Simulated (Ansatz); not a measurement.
MnZnF6: magnetic orders

Start from MnZnF6 (space group R-3, No. 148; ferromagnetic; a cell from a computed database, its experimental status unchecked).

```xyz
8
Lattice="2.4993 1.4430 4.4193 -2.4993 1.4430 4.4193 0.0000 -2.8860 4.4193" Properties=species:S:1:pos:R:3 pbc="T T T"
Mn     0.0000     0.0000     0.0000
Zn     0.0000     0.0000     6.6290
F      1.6300    -0.2353     7.7868
F     -1.6300     0.2353     5.4711
F     -1.0188    -1.2939     7.7868
F      1.0188     1.2939     5.4711
F     -0.6112     1.5293     7.7868
F      0.6112    -1.5293     5.4711
```

Each order is relaxed in cell and atoms; arrows give the starting signs on the magnetic atoms.

The values are results of Kohn–Sham DFT with the PBEsol+U (U_eff on d states: Mn 3.90 eV) functional, run in Ansatz (a program for electronic structure) with PAW and 420 eV plane waves, scalar-relativistic without spin-orbit coupling, not measurements.

Notes on the quantities. energy relative to the base: σ→0; to 0.01 eV only: unlike meshes or grids.

| case | band gap | energy relative to the base | volume per atom |
|---|---|---|---|
| base | 2.47 eV | 0.00 eV/atom | 11.95 Å³ |
| non-magnetic | zero | +0.40 eV/atom | 11.70 Å³ |
| ↑↓ start, q = (1/2, 1/2, 1/2), 16 atoms | 2.69 eV | 0 meV/atom | 11.95 Å³ |
| ↑↓ start, q = (0, 0, 1/2), 16 atoms | 2.64 eV | 0 meV/atom | 11.95 Å³ |

Other magnetic orders, which the real material may have, were not ruled out. Stability against distortions was not tested. Where the two band edges lie in opposite spin channels, the gap is a spin-flip gap. Spin-polarised in the final run: base, ↑↓ start, q = (1/2, 1/2, 1/2), 16 atoms and ↑↓ start, q = (0, 0, 1/2), 16 atoms; the other runs are not. MnZnF6 has a high density of states at the Fermi level and may be magnetic at this level. The U values are a database's picks, fitted on other projectors than the ortho-atomic ones used here.
